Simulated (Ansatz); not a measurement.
# A computed series for CuI: pressure series

The reference is CuI in the zinc blende structure (space group F-43m, No. 216).

```yaml
crystal:
  lattice:
    - [0.00000, 3.01139, 3.01139]
    - [3.01139, 0.00000, 3.01139]
    - [3.01139, 3.01139, 0.00000]
  atoms:
    - { symbol: I, position: [0.75000, 0.75000, 0.75000] }
    - { symbol: Cu, position: [0.00000, 0.00000, 0.00000] }
```

Cell and atoms are relaxed at each pressure.

The values are results of r2SCAN (Ansatz, a quantum-chemistry and plane-wave program; PAW; 500 eV plane waves; spin-orbit coupling left out), not measurements.

Computed cases, in order: pressure −2 GPa; pressure −1 GPa; 0 GPa (base); pressure 3 GPa; pressure 7 GPa; pressure 15 GPa; pressure 30 GPa; pressure 50 GPa; pressure 75 GPa; pressure 100 GPa.

**Question.** Between which two neighbouring cases does the gap turn between direct and indirect?

**Answer.** Between pressure 15 GPa (2.37 eV, direct at Γ) and pressure 30 GPa (2.17 eV, indirect, Γ → X). The whole series: pressure −2 GPa: 1.52 eV, direct at Γ; pressure −1 GPa: 1.60 eV, direct at Γ; 0 GPa (base): 1.67 eV, direct at Γ; pressure 3 GPa: 1.85 eV, direct at Γ; pressure 7 GPa: 2.05 eV, direct at Γ; pressure 15 GPa: 2.37 eV, direct at Γ; pressure 30 GPa: 2.17 eV, indirect, Γ → X; pressure 50 GPa: 1.87 eV, indirect, Γ → X; pressure 75 GPa: 1.57 eV, indirect, Γ → X; pressure 100 GPa: 1.31 eV, indirect, Γ → Γ–X (88 % along).

With I present, leaving out spin-orbit coupling can change the band edges. Load acts through the strain it causes; cell and atoms are relaxed under it. Whether these cells are dynamically stable was not tested. Tetrahedral semiconductors of this kind turn to denser phases somewhere between about 1 and 50 GPa; those were not computed, so compressed cells here can lie past the real transition. The final runs are not spin-polarised.
